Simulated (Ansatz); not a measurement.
Start from SiGe in the CsCl type structure (space group Pm-3m, No. 221; a = 3.200 Å; a hypothetical phase, not in the database extracts checked).

Levels (all Ansatz, an electronic-structure program, PAW): PBEsol (420 eV, spin-orbit coupling left out); r2SCAN (500 eV, spin-orbit coupling left out).

The geometry is relaxed with PBEsol.

```
Property           Value
---------------  -------
PBEsol pressure  0.0 GPa
```

With r2SCAN at the same geometry, the pressure goes from zero to 1.4 GPa.

Single points use the geometry relaxed with PBEsol. Their cutoffs differ, which shifts pressures a little. Whether these cells are dynamically stable was not tested. All final runs are without spin polarisation.
